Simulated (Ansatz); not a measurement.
Electronic density of states of amorphous gallium oxide (Ga₂₄O₃₅), density 4.90 g/cm³, on a 2×2×2 Γ-centred mesh with a Gaussian width of 0.1 eV; energies count from the Fermi level. Cell and mesh are small, so fine structure isn't converged. Level of theory: PBE, scalar-relativistic without spin-orbit coupling (plane waves to 420 eV, PAW; Ansatz, a first-principles code). Sampling: a 2×2×2 Γ-centred mesh; Fermi-Dirac width 0.02 eV; no spin polarisation. The usual formal charges leave 2 electrons over, so the level spacing at the Fermi energy parts defect or band states and needn't be the band gap. The spare electrons fill defect levels or the bottom of the conduction band, and the levels at the Fermi energy are partly filled.

Preparation: random packing, a CHGNet melt and quench, and a DFT relaxation. O atoms were pushed apart under 1.9 Å during the dynamics, to hinder bonds among them. The hot cell started wider than the set density and was brought back towards it in steps. It is the lowest in DFT energy of 2 quenches. It is a model cell: composition and starting density were chosen by hand, and all elements were melted together. No dispersion term was used. Its density started from a set value of 4.74 and ended at 4.90 g/cm³. The simulated quench (nominally 88 K/ps over its main leg) is rapid and tends to freeze in more defects than a deposited or slowly cooled glass has. Values belong to this one cell and scatter from quench to quench. Volume and shape were free in the relaxation. On a 2×2×2 Γ-centred mesh force components of up to 0.14 eV/Å stay, since the relaxation ran on the zone centre alone.

(E - EF (eV), states/(eV atom)): (-12.00, 0.00); (-11.90, 0.00); (-11.80, 0.00); (-11.70, 0.00); (-11.60, 0.00); (-11.50, 0.00); (-11.40, 0.00); (-11.30, 0.00); (-11.20, 0.00); (-11.10, 0.00); (-11.00, 0.00); (-10.90, 0.00); (-10.80, 0.00); (-10.70, 0.00); (-10.60, 0.00); (-10.50, 0.00); (-10.40, 0.00); (-10.30, 0.00); (-10.20, 0.00); (-10.10, 0.00); (-10.00, 0.00); (-9.90, 0.03); (-9.80, 0.15); (-9.70, 0.34); (-9.60, 0.36); (-9.50, 0.32); (-9.40, 0.33); (-9.30, 0.37); (-9.20, 0.41); (-9.10, 0.42); (-9.00, 0.39); (-8.90, 0.34); (-8.80, 0.36); (-8.70, 0.36); (-8.60, 0.34); (-8.50, 0.34); (-8.40, 0.31); (-8.30, 0.30); (-8.20, 0.27); (-8.10, 0.26); (-8.00, 0.26); (-7.90, 0.27); (-7.80, 0.29); (-7.70, 0.23); (-7.60, 0.19); (-7.50, 0.31); (-7.40, 0.38); (-7.30, 0.41); (-7.20, 0.43); (-7.10, 0.48); (-7.00, 0.53); (-6.90, 0.51); (-6.80, 0.54); (-6.70, 0.52); (-6.60, 0.53); (-6.50, 0.56); (-6.40, 0.60); (-6.30, 0.60); (-6.20, 0.57); (-6.10, 0.54); (-6.00, 0.59); (-5.90, 0.64); (-5.80, 0.69); (-5.70, 0.70); (-5.60, 0.62); (-5.50, 0.59); (-5.40, 0.60); (-5.30, 0.59); (-5.20, 0.64); (-5.10, 0.61); (-5.00, 0.61); (-4.90, 0.66); (-4.80, 0.71); (-4.70, 0.63); (-4.60, 0.67); (-4.50, 0.76); (-4.40, 0.77); (-4.30, 0.83); (-4.20, 0.88); (-4.10, 0.90); (-4.00, 0.98); (-3.90, 1.09); (-3.80, 1.01); (-3.70, 0.91); (-3.60, 0.87); (-3.50, 0.74); (-3.40, 0.64); (-3.30, 0.52); (-3.20, 0.31); (-3.10, 0.08); (-3.00, 0.00); (-2.90, 0.00); (-2.80, 0.00); (-2.70, 0.00); (-2.60, 0.00); (-2.50, 0.00); (-2.40, 0.00); (-2.30, 0.00); (-2.20, 0.00); (-2.10, 0.00); (-2.00, 0.00); (-1.90, 0.00); (-1.80, 0.00); (-1.70, 0.01); (-1.60, 0.02); (-1.50, 0.01); (-1.40, 0.00); (-1.30, 0.00); (-1.20, 0.00); (-1.10, 0.00); (-1.00, 0.00); (-0.90, 0.00); (-0.80, 0.00); (-0.70, 0.00); (-0.60, 0.04); (-0.50, 0.09); (-0.40, 0.07); (-0.30, 0.02); (-0.20, 0.01); (-0.10, 0.04); (0.00, 0.09); (0.10, 0.06); (0.20, 0.04); (0.30, 0.05); (0.40, 0.08); (0.50, 0.09); (0.60, 0.10); (0.70, 0.10); (0.80, 0.05); (0.90, 0.05); (1.00, 0.07); (1.10, 0.09); (1.20, 0.12); (1.30, 0.12); (1.40, 0.16); (1.50, 0.18); (1.60, 0.19); (1.70, 0.21); (1.80, 0.24); (1.90, 0.20); (2.00, 0.24); (2.10, 0.29); (2.20, 0.28); (2.30, 0.21); (2.40, 0.24); (2.50, 0.26); (2.60, 0.26); (2.70, 0.25); (2.80, 0.25); (2.90, 0.31); (3.00, 0.31); (3.10, 0.29); (3.20, 0.33); (3.30, 0.29); (3.40, 0.29); (3.50, 0.38); (3.60, 0.42); (3.70, 0.40); (3.80, 0.29); (3.90, 0.23); (4.00, 0.27); (4.10, 0.29); (4.20, 0.34); (4.30, 0.35); (4.40, 0.27); (4.50, 0.28); (4.60, 0.33); (4.70, 0.38); (4.80, 0.37); (4.90, 0.37); (5.00, 0.38); (5.10, 0.35); (5.20, 0.34); (5.30, 0.34); (5.40, 0.35); (5.50, 0.37)
